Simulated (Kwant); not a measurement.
Model system: quantum point contact (saddle potential) in a GaAs two-dimensional gas. Effective mass 0.067 mₑ, grid spacing 6.7 nm, hard walls, nominal width 200 nm (29 grid rows, so walls 201 nm apart), one parabolic valley, scattering region 600 nm long along x; energies count from the band bottom; Fermi energy 0.0045 eV. Potential (V0 + ½k y²) cos²(πx/L) for |x| < L/2, with V0 swept from 0.004725 to 0 eV, k = 5.2e-06 eV/nm², L = 130 nm.

The device is made up for the run: typed textbook-type constants, with dimensions and the other settings drawn at random.

Computed with Kwant: effective-mass tight-binding model on a square grid, one spin, coherent transport at 0 K. Conductance is in e²/h.

Question: Compare with the saddle-point formula G = Σ 1/(1 + exp(−2π(E − V0 − ħωy(n + ½))/ħωx)), taking ħωy = ħ√(k/m) and ħωx from the curvature along x of V0 plus half of the mode's confinement energy.

Answer: ħωy = 2.43 meV; at V0 = 3.83 meV the lowest mode has ħωx = 2.43 meV.

```tsv
V0 (meV)	formula	simulation
4.45	0.056	0.057
3.83	0.20	0.21
3.22	0.55	0.59
2.60	0.90	0.91
1.99	1.03	1.03
1.37	1.17	1.19
```

The formula takes a parabolic saddle in the continuum; the run has the full potential on a grid.
